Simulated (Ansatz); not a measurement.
# Ca3GeO, pressure series

Base system: Ca₃GeO (space group Imma, No. 74; a cell from a computed database, its experimental status unchecked).

```
CELL_PARAMETERS angstrom
     -3.29993     4.66693     3.31126
      3.29993    -4.66693     3.31126
      3.29993     4.66693    -3.31126
ATOMIC_POSITIONS crystal
  Ca 0.76888 0.00000 0.26888
  Ca 0.23112 0.00000 0.73112
  Ca 0.23112 0.50000 0.23112
  Ca 0.76888 0.50000 0.76888
  Ca 0.71287 0.46287 0.25000
  Ca 0.28713 0.53713 0.75000
  Ge 0.24913 0.99913 0.25000
  Ge 0.75087 0.00087 0.75000
  O  0.00000 0.50000 0.50000
  O  0.50000 0.50000 0.00000
```

Cell and atoms are relaxed at each pressure.

Calculations: plane-wave PAW DFT at the PBEsol level (Ansatz, a quantum-chemistry and plane-wave program, 420 eV), no spin-orbit coupling.

Two rows of this table had their results exchanged by mistake.

| pressure | volume per atom (Å³) | shortest distance (Å) | band gap |
|---|---|---|---|
| pressure −2 GPa | 21.11 | 2.372 | 0.09 eV |
| pressure −1 GPa | 20.74 | 2.357 | 0.06 eV |
| pressure 0.3 GPa | 20.30 | 2.340 | zero |
| pressure 0.7 GPa | 20.18 | 2.336 | zero |
| pressure 1.5 GPa | 19.04 | 2.289 | zero |
| pressure 3 GPa | 19.52 | 2.309 | zero |
| pressure 5 GPa | 19.94 | 2.326 | zero |
| pressure 7.5 GPa | 18.51 | 2.267 | zero |
| pressure 10 GPa | 18.04 | 2.247 | zero |

Problem. Which two?

Solution. The rows for pressure 1.5 GPa and pressure 5 GPa: the volume has to fall steadily with pressure, so 19.94 Å³ belongs to pressure 1.5 GPa and 19.04 Å³ to pressure 5 GPa.

A case with no gap was solved on a k-mesh chosen for an insulator, which is coarse for it. Load acts through the strain it causes; cell and atoms are relaxed under it. Whether these cells are dynamically stable was not tested. Competing high-pressure phases were not computed. All final runs are without spin polarisation. Gaps under 0.05 eV, about the width of the smearing, are given as zero. A zero or small gap of Ca3GeO can be the functional's error rather than a property of the material.
